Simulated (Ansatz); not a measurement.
Take HfB$_{2}$ (space group P6/mmm, No. 191; a = 3.1279 Å, c = 3.4454 Å) as the base.

Perturbation: cell and atoms relaxed at a pressure of 7.5 GPa.

Levels (all Ansatz, a first-principles code, PAW): PBEsol (420 eV, no spin-orbit coupling); PBEsol+SOC (420 eV, spin-orbit coupling included).

The geometry is relaxed with PBEsol.

```
Quantity           Value
---------------  -------
PBEsol pressure  7.5 GPa
```

Problem. What does PBEsol+SOC give at this geometry for the pressure?

Solution. The pressure falls by 0.4 GPa to 7.1 GPa.

Single points use the geometry relaxed with PBEsol. The spin-orbit shifts are approximate. Load acts through the strain it causes; cell and atoms are relaxed under it. Stability against distortions was not tested. Competing high-pressure phases were not computed. The runs without spin-orbit coupling are not spin-polarised.
